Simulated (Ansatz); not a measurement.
Phonon-limited resistivity of V$_{3}$Ru (Fm-3m) against temperature in μΩ·cm, Ansatz (a quantum-chemistry and plane-wave program) with PBEsol, DFPT electron-phonon coupling, linearised Boltzmann equation, harmonic crystal at a fixed cell.

| T | ρ |
|---|---|
| 50 K | 0.069 |
| 77 K | ___ |
| 100 K | ___ |
| 150 K | 2.5 |
| 200 K | ___ |
| 250 K | 5.9 |
| 273 K | 6.6 |
| 300 K | 7.5 |
| 350 K | 9.1 |
| 400 K | 10.6 |
| 500 K | 13.6 |
| 600 K | 16.6 |
| 800 K | 23 |

**Question.** What belongs in the gaps?

**Answer.** 
- 77 K, ρ: 0.40
- 100 K, ρ: 0.93
- 200 K, ρ: 4.2

A metal at this level (no band gap). Only scattering by harmonic phonons is included (no impurities, grain boundaries, electron-electron scattering or thermal expansion). Spin-orbit coupling is left out. Halving the electron mesh (24x24x24) moves the resistivity by up to 8 %. Smearing 0.20 eV; phonons on a 4x4x4 q mesh, which this run doesn't test and which matters most at low temperature.

Computed structure, not matched to a measured one here, so possibly hypothetical: V3Ru (Fm-3m). Treated as nonmagnetic (a ferromagnetic start lost its moment, other orders weren't tried): V3Ru (Fm-3m).
